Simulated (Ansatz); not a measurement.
For MgO (model structure, from the CsCl type, Pm-3m, No. 221), PBEsol (Ansatz, an electronic-structure program, plane waves, PAW) gives:

lattice parameter a: 2.633 Å
band gap: 2.47 eV

Q: What does r²SCAN+rVV10 (plane waves, PAW; Ansatz) give for the same quantities?

A: 
- lattice constant a: 2.618 Å (shrinks by 0.6 %)
- band gap: 3.52 eV (goes up by 1.05 eV)

Changes are worked out from the printed values.

Unless a cell is named, each level is at its own relaxed cell (PBEsol 9.13, r²SCAN+rVV10 8.97 Å³/atom).

Density-functional gaps are differences of (generalised) Kohn–Sham levels.

Ansatz's density-functional and Hartree–Fock values are scalar-relativistic unless marked +SOC, with PAW data made under PBE.

A model structure was made by putting elements into a prototype or built by hand; it is no filed structure, need not be a known phase, and can be a saddle point held by its symmetry.
